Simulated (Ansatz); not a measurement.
# Ansatz run on BaMg₆B (Amm2, 8 atoms in the cell): self-consistent single point

Level of theory: PBEsol, default PAW files made with PBE (plane waves; Ansatz, a quantum-chemistry and plane-wave program).

Input:

Ansatz 0.2 input:
```yaml
# BaMg6B
crystal:
  lattice:
    - [3.960970, 0.000000, 0.000000]
    - [0.000000, 3.149560, 8.126580]
    - [0.000000, -3.149560, 8.126580]
  atoms:
    - { symbol: Ba, position: [0.000000, 0.775700, 0.775700] }
    - { symbol: Mg, position: [0.000000, 0.812320, 0.361680] }
    - { symbol: Mg, position: [0.000000, 0.361680, 0.812320] }
    - { symbol: Mg, position: [0.000000, 0.352490, 0.352490] }
    - { symbol: Mg, position: [0.500000, 0.709000, 0.205240] }
    - { symbol: Mg, position: [0.500000, 0.205240, 0.709000] }
    - { symbol: Mg, position: [0.500000, 0.192620, 0.192620] }
    - { symbol: B, position: [0.500000, 0.590950, 0.590950] }
basis:
  ecutwfc: 420.0 eV
kpoints:
  mp_grid:
    grid: [8, 5, 5]
hamiltonian:
  xc: pbesol
  pseudopotentials:
    kind: paw
scf:
  occupations:
    method: fermi_dirac
    width: 0.1 eV
output:
  forces: true
  eigenvalues: true
  stress: true
```

Log, with long lists cut:

```
WARN ansatz: RAYON_NUM_THREADS=1 ignored (pool sized by the plan → 1); use --threads N
Pseudopotentials: kind: paw
Pseudopotential: Ba, paw, valence charge 10
Pseudopotential: Mg, paw, valence charge 10
Pseudopotential: B, paw, valence charge 3
Crystal: 8 atoms, lattice volume = 202.763 Å³
Basis set: ecut = 420 eV, 3973 PW (Γ), exchange–correlation on 54×120×120 points (8 copies of the dense FFT grid, shifted against one another)
Bands: 45, of which v1, the nominal top of the filled ones, is band 37 counted from 1 (36 counted from 0)
Symmetry: 4 space group operations
Space group: Amm2 (ITA 38), of the structure as read, at distance tolerance 5.9e-5 Å
k-points: 45 of 200 (time reversal used)
PAW frozen core: Ba, regenerated for the run's functional, and the local potential with it
PAW frozen core: Mg, regenerated for the run's functional, and the local potential with it
PAW frozen core: B, regenerated for the run's functional, and the local potential with it
Initial density: superposition of atomic densities (neutral atoms: chi_scale 0, normalization atom), corrected by the library's trained network
Initial wavefunctions: pseudopotential atomic-orbital guess
Eigensolver: davidson
Functional: x = pbesol(κ = 0.804, μ = 0.12345679012345678), c = pbesol(β = 0.046)
SCF iter   1: F=—  HF=-17485.414717 eV  |F-HF|=—  |Δ(HF+E_count)|=         —  Δρ=3.06e-3  dr2=5.54e-2  ethr=1.77e-3  ⟨swp⟩=9.5  Hψ=9605  notcnv=0
all-band conjugate gradients solve this SCF's bands
preconditioner: auto → Kerker (q_TF=auto, 2.301 Å⁻¹)
SCF iter   2: F=—  HF=-17485.407380 eV  |F-HF|=—  |Δ(HF+E_count)|=   7.34e-3  Δρ=1.58e-3  dr2=1.97e-2  ethr=7.59e-5  ⟨swp⟩=1.8  Hψ=2465  notcnv=0
SCF iter   3: F=—  HF=-17485.403677 eV  |F-HF|=—  |Δ(HF+E_count)|=   3.70e-3  Δρ=6.08e-4  dr2=3.30e-3  ethr=2.70e-5  ⟨swp⟩=1.8  Hψ=2135  notcnv=0
SCF iter   4: F=—  HF=-17485.402995 eV  |F-HF|=—  |Δ(HF+E_count)|=   6.82e-4  Δρ=1.41e-4  dr2=9.89e-5  ethr=4.52e-6  ⟨swp⟩=2.0  Hψ=2422  notcnv=0
SCF iter   5: F=—  HF=-17485.402982 eV  |F-HF|=—  |Δ(HF+E_count)|=   1.24e-5  Δρ=5.94e-5  dr2=1.66e-5  ethr=1.35e-7  ⟨swp⟩=3.0  Hψ=3990  notcnv=0
SCF iter   6: F=—  HF=-17485.402979 eV  |F-HF|=—  |Δ(HF+E_count)|=   3.16e-6  Δρ=1.54e-5  dr2=1.45e-6  ethr=2.28e-8  ⟨swp⟩=2.0  Hψ=2339  notcnv=0
SCF iter   7: F=-17485.402979 eV  HF=-17485.402979 eV  |F-HF|=3.46e-8  |Δ(HF+E_count)|=   3.37e-7  Δρ=3.69e-6  dr2=6.81e-8  ethr=1.37e-10  ⟨swp⟩=5.9  Hψ=9505  notcnv=0
SCF 1 converged in 7 iterations: F = -17485.402979 eV  dr2 = 6.81e-8
SCF converged after 7 iterations
Free energy (F): -17485.402979 eV
Harris-Foulkes:  -17485.402979 eV  (|F-HF|=3.46e-8)
Internal energy: -17485.271091 eV  (E = F + TS)
E sigma→0 (E₀):  -17485.337035 eV
Entropy (-TS):   -0.131888 eV (-16.486 meV/atom)
Fermi energy:    5.740300 eV
--- Per-component energies (eV) ---
  E_band       = -2200.871217
  E_kinetic    = 658.004645
  E_local      = -10704.167824  (includes V_loc(G=0)·N_el)
  E_nonlocal   = 649.985883
  E_hartree    = 3892.286120
  E_xc         = -363.996153
  E_vxc        = -387.896435  (∫ρ·V_xc dr)
  E_paw        = -6903.664312  (= ΣΔE_a)
  E_vpaw       = -201.375805  (= ΣTr[D̂ρ^β])
  E_aug_tail   = -0.000016  (compensation charges beyond the density's cutoff)
  E_ewald      = -4714.238753
  E_core_change = 0.519318  (= ΣΔE_core)
  E_smearing   = -0.131888  (= −TS)
  E_closure    = -0.000000  (closes the sum)
  Σ components = -17485.402979   (vs F -17485.402979, Δ=0.00e0)
--- Forces (eV/Å), atoms counted from 1 ---
  atom   1  Ba    -0.00000000     0.00000000    -0.03520440
  atom   2  Mg    -0.00000000     0.04826908     0.03790986
  atom   3  Mg    -0.00000000    -0.04826908     0.03790986
  atom   4  Mg    -0.00000000     0.00000000    -0.07723452
  atom   5  Mg    -0.00000000     0.01795671    -0.00340159
  atom   6  Mg    -0.00000000    -0.01795671    -0.00340159
  atom   7  Mg    -0.00000000     0.00000000     0.06830021
  atom   8  B     -0.00000000     0.00000000    -0.02493758
  max |Σ_I F_I| component: 5.97e-5 eV/Å
--- Stress (GPa, compression-positive) ---
       -0.888812       0.000000      -0.000000
        0.000000      -1.132432       0.000000
       -0.000000       0.000000      -1.076426
  P = ⅓ Tr σ = -1.0326 GPa (-10.326 kbar)
  The stress holds the Pulay correction. Without it, at fixed plane waves, as pw.x and ABINIT print it: P = -1.0433 GPa
--- Band table (eV; the first three rows and the last of 45) ---
  k-point 0: bands = ["-70.2246", "-69.9749", "-69.8455", "-69.8444", "-69.5567", "-69.5540", "-37.1750", "-37.1707", "-37.1517", "-36.9294", "-36.9179", "-36.9104", "-36.8115", "-36.7989", "-36.7982", "-36.7976", "-36.7642", "-36.7563", "-36.5483", [...]
  k-point 1: bands = ["-70.2246", "-69.9749", "-69.8454", "-69.8445", "-69.5566", "-69.5541", "-37.1750", "-37.1707", "-37.1517", "-36.9294", "-36.9179", "-36.9104", "-36.8101", "-36.7994", "-36.7988", "-36.7977", "-36.7636", "-36.7572", "-36.5482", [...]
  k-point 2: bands = ["-70.2246", "-69.9749", "-69.8451", "-69.8447", "-69.5565", "-69.5542", "-37.1750", "-37.1707", "-37.1517", "-36.9294", "-36.9179", "-36.9104", "-36.8066", "-36.8024", "-36.7986", "-36.7979", "-36.7618", "-36.7593", "-36.5480", [...]
  k-point 44: bands = ["-70.2246", "-69.9748", "-69.8454", "-69.8444", "-69.5566", "-69.5541", "-37.1749", "-37.1706", "-37.1529", "-36.9293", "-36.9178", "-36.9121", "-36.8096", "-36.8003", "-36.7995", "-36.7989", "-36.7634", "-36.7571", [...]
```

The run converged in 7 iterations.

The starting cell comes from a database of computed structures (which also holds hypothetical and non-ambient phases and stackings), without a prior relaxation at this level. Ansatz's pressure includes its estimate of the finite-basis (Pulay) stress.
